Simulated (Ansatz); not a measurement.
The reference is VBiO4 (space group I4_1/a, No. 88; a = 5.1072 Å, c = 11.5758 Å).

Structures relaxed with PBEsol (Ansatz, a quantum-chemistry and plane-wave program; PAW; 420 eV plane waves; spin-orbit coupling left out).

Base:

Simulated powder pattern, Cu Kα1, λ = 1.54056 Å (kinematic, ideal powder, no thermal factors, no anomalous dispersion; the 10 strongest lines at most, above 2 %, up to 2θ = 90°):

```tsv
2θ (°)	I/Imax (%)	hkl
18.98	43	(101)
28.98	13	(103)
29.12	100	(112)
30.87	17	(004)
35.11	22	(200)
40.21	19	(121)
46.15	14	(213)
47.44	29	(204)
53.83	18	(116)
59.36	27	(312)
```

Modification: every Bi is replaced by Ru, then cell and atoms are relaxed.

After the change:

Simulated powder pattern, Cu Kα1, λ = 1.54056 Å (kinematic, ideal powder, no thermal factors, no anomalous dispersion; the 10 strongest lines at most, above 2 %, up to 2θ = 90°):

```json
[
 {"2θ (°)": "20.95", "d (Å)": "4.237", "I/Imax (%)": "17", "hkl": "(101)"},
 {"2θ (°)": "32.72", "d (Å)": "2.735", "I/Imax (%)": "100", "hkl": "(112)"},
 {"2θ (°)": "34.10", "d (Å)": "2.627", "I/Imax (%)": "5.5", "hkl": "(103)"},
 {"2θ (°)": "37.95", "d (Å)": "2.369", "I/Imax (%)": "11", "hkl": "(200)"},
 {"2θ (°)": "43.74", "d (Å)": "2.068", "I/Imax (%)": "5.5", "hkl": "(211)"},
 {"2θ (°)": "54.75", "d (Å)": "1.675", "I/Imax (%)": "20", "hkl": "(220)"},
 {"2θ (°)": "54.77", "d (Å)": "1.675", "I/Imax (%)": "40", "hkl": "(204)"},
 {"2θ (°)": "65.26", "d (Å)": "1.429", "I/Imax (%)": "24", "hkl": "(312)"},
 {"2θ (°)": "65.30", "d (Å)": "1.428", "I/Imax (%)": "12", "hkl": "(116)"},
 {"2θ (°)": "81.12", "d (Å)": "1.185", "I/Imax (%)": "5.5", "hkl": "(400)"}
]
```

The indices refer to each structure's own conventional cell; one index is shown for lines that coincide. The space group is now I4_1/amd (No. 141).

Other magnetic orders, which the real material may have, were not ruled out. Whether these cells are dynamically stable was not tested. As relaxed here, VRuO4 is a hypothetical phase, not in the database extracts checked. Seeded moments were not kept for the base. No Hubbard U is applied, and correlation can decide whether such a compound is a metal. Spin-polarised in the final run: VRuO4; the other runs are not.
